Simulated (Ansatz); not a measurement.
Consider the following.

```xyz
2
Lattice="0.0000 2.6695 2.9060 2.6695 0.0000 2.9060 2.6695 2.6695 0.0000" Properties=species:S:1:pos:R:3 pbc="T T T"
Si     0.0000     0.0000     0.0000
Si     1.3347     1.3347     1.4530
```

Computed with r2SCAN with spin-orbit coupling, rigid bands (plane waves, PAW; Ansatz, a program for electronic structure). Condition of this run: uniaxial stress along [001] of -9 GPa (compression positive) (the target of the relaxation). Geometry: cell and atoms relaxed with PBEsol, then loaded as said.

### Question
Predict the electron conductivity mass (n e² τ/σ) at 300 K, by direction if it differs.

### Answer
0.34 (x), 0.34 (y), 0.22 (z) mₑ.

### Question
What conductivity effective mass do dilute holes have at 300 K?

### Answer
0.24 (x), 0.24 (y), 0.27 (z) mₑ.

### Question
And the band gap?

### Answer
0.32 eV at this level; semilocal functionals usually fall short of the measured gap.

Rigid bands, one relaxation time for all states, no polarons. Geometry: cell and atoms relaxed with PBEsol.
